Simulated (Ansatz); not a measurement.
We consider cubic perovskite CsPbCl₃ (cubic high-temperature phase), described by G0W0@HSE06 (Ansatz, a quantum-chemistry and plane-wave program, hard PAW, contour deformation, complete-basis limit).

Run with largest k mesh 4×4×4 (not extrapolated in the mesh).

The cell has the measured lattice: a = 5.605 Å, b = 5.605 Å, c = 5.605 Å, α = 90.00°, β = 90.00°, γ = 90.00°.

Q: What does this level give for the band gap?

A: 
- band gap: 3.80 eV

Note: filled d or f shells below the valence bands can shift G0W0 gaps through exchange with them, which wasn't tested here; GW on a hybrid start was not checked against another program; held by symmetry at 0 K, a high-temperature phase can be a saddle point; cell and atoms aren't relaxed at this level; the gap holds a correction of +0.47 eV to the complete basis.

Spin–orbit coupling is not included; with these elements it can move the gap by several tenths of an eV or more.

The computed numbers hold no vibrational or temperature effects.

Computing time: around 12 core-hours (rough).
